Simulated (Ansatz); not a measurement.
Here is the system:

End structure of the (10-11) surface of Bi2Se3 in its 1x1 cell (cut with top plane Se, bottom plane Se), relaxed from an ideal cut (the real face may reconstruct), outermost plane spacing 0.68 Å in the ideal cut (one of several cuts of this face), with 0.667 Bi a cell over the bulk's ratio, from a spin-polarised start:

```yaml
crystal:
  lattice:
    - [4.14440, 0.00000, 0.00000]
    - [2.07220, 9.55564, 0.00000]
    - [0.00000, 0.00000, 29.00000]
  atoms:
    - { symbol: Se, position: [0.68000, 0.64020, 0.27314] }
    - { symbol: Bi, position: [0.40480, 0.19078, 0.30507] }
    - { symbol: Bi, position: [0.11988, 0.76047, 0.32050] }
    - { symbol: Se, position: [0.83609, 0.32823, 0.34583] }
    - { symbol: Se, position: [0.51131, 0.97746, 0.37274] }
    - { symbol: Se, position: [0.20863, 0.58278, 0.39800] }
    - { symbol: Bi, position: [0.93337, 0.13336, 0.42910] }
    - { symbol: Bi, position: [0.63415, 0.73171, 0.44655] }
    - { symbol: Se, position: [0.36353, 0.27302, 0.48013] }
    - { symbol: Se, position: [0.04703, 0.90595, 0.50000] }
    - { symbol: Se, position: [0.73052, 0.53888, 0.51987] }
    - { symbol: Bi, position: [0.45990, 0.08018, 0.55345] }
    - { symbol: Bi, position: [0.16069, 0.67853, 0.57090] }
    - { symbol: Se, position: [0.88542, 0.22911, 0.60200] }
    - { symbol: Se, position: [0.58275, 0.83443, 0.62726] }
    - { symbol: Se, position: [0.25797, 0.48367, 0.65417] }
    - { symbol: Bi, position: [0.97417, 0.05142, 0.67950] }
    - { symbol: Bi, position: [0.68925, 0.62111, 0.69493] }
    - { symbol: Se, position: [0.41406, 0.17169, 0.72686] }
```

Model: 19-atom slab, Bi8Se11, 12.7 Å thick at the start, 6x3x1 mesh, Fermi-Dirac 0.025 eV, dipole correction, all atoms relaxed; held to the part of the start's symmetry that mesh and held atoms allow; spin-polarised from one start with parallel moments (other orders not tried), no spin-orbit, no U. The slab shows no gap over 0.04 eV on its mesh. The starting moment vanished.

Predict the ionisation potential (bulk valence edge below the top vacuum level) from PBE with D3(BJ) dispersion in Ansatz (a first-principles code).

4.60 eV

Predict the work function of the top face from PBE with D3(BJ) dispersion.

4.18 eV
